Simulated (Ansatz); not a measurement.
Take YIr in the CsCl type structure (space group Pm-3m, No. 221; a = 3.3854 Å; relaxed with 0.1 eV smearing) as the base. Axes: x, y, z lie along the cube axes.

The change: uniaxial strain ε_yy = −2.38 %, all other strain components held at zero, atoms relaxed at fixed cell.

Levels (all Ansatz, a program for electronic structure, PAW): PBEsol (420 eV, without spin-orbit coupling); PBEsol+SOC (420 eV, noncollinear with spin-orbit coupling).

The geometry is relaxed with PBEsol.

- PBEsol pressure: 3.6 GPa

Problem. How does going to PBEsol+SOC change the pressure?

Solution. The pressure grows by 0.2 GPa to 3.8 GPa.

Single points use the geometry relaxed with PBEsol. The spin-orbit shifts are approximate. Whether these cells are dynamically stable was not tested. The runs without spin-orbit coupling are not spin-polarised.
